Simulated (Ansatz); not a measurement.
# HgSe: response to strain

Start from HgSe in the zinc blende structure (space group F-43m, No. 216; a = 6.260 Å).

Strains are applied to the cell and any free atomic positions relax.

Computed with PBE (Ansatz, a program for electronic structure), no SOC.

Candidates:
(a) isotropic strain +3.00 %
(b) isotropic strain +2.00 %
(c) isotropic strain −2.50 %

Notes on the quantities. energy relative to the base: free energy F.

Order them by energy relative to the base, lowest first.

(b) isotropic strain +2.00 % (+14 meV/atom), (c) isotropic strain −2.50 % (+25 meV/atom), (a) isotropic strain +3.00 % (+29 meV/atom)

Stability against distortions was not tested. The final runs are not spin-polarised.
